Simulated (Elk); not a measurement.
Band structure of TiN (Fm-3m, 2 atoms in the cell).

```yaml
crystal:
  lattice:
    - [0.00000, 2.12000, 2.12000]
    - [2.12000, 0.00000, 2.12000]
    - [2.12000, 2.12000, 0.00000]
  atoms:
    - { symbol: Ti, position: [0.00000, 0.00000, 0.00000] }
    - { symbol: N, position: [0.50000, 0.50000, 0.50000] }
```

Level of theory: PBE, all-electron FP-LAPW, Elk's shipped species files, APW+lo basis with extra local orbitals in Elk.

Settings: xctype = 20; rgkmax = 8; stype = 3; swidth = 0.00367493 Ha; ngridk = 18 18 18; gmaxvr = 16 1/bohr; nxlo = 2; lorbcnd = true; lmaxi = 2.

The starting cell has typed, rounded lattice constants, without a prior relaxation at this level. Spin polarisation is off, so a magnetic state, if there is one, cannot be reached. Values depend on the basis (sphere radii, cutoffs, local orbitals), which need not be converged.

Levels in eV from the Fermi level, bands 5 to 12:
```json
[
 {"point": "Γ", "5": "-17.10", "6": "-2.03", "7": "-2.03", "8": "-2.03", "9": "-0.62", "10": "-0.62", "11": "-0.62", "12": "0.61"},
 {"point": "X", "5": "-15.68", "6": "-5.83", "7": "-3.22", "8": "-3.22", "9": "-3.09", "10": "1.68", "11": "2.41", "12": "2.41"},
 {"point": "W", "5": "-15.21", "6": "-5.48", "7": "-5.48", "8": "-5.36", "9": "0.93", "10": "0.93", "11": "2.42", "12": "3.17"},
 {"point": "K", "5": "-15.25", "6": "-5.82", "7": "-5.72", "8": "-4.46", "9": "-0.47", "10": "2.00", "11": "2.34", "12": "3.64"},
 {"point": "L", "5": "-14.61", "6": "-8.10", "7": "-5.48", "8": "-5.48", "9": "1.71", "10": "1.71", "11": "2.38", "12": "5.79"},
 {"point": "U", "5": "-15.25", "6": "-5.82", "7": "-5.72", "8": "-4.46", "9": "-0.47", "10": "2.00", "11": "2.34", "12": "3.64"}
]
```

Bands cross the Fermi level along this path, so the cell is metallic at this level.
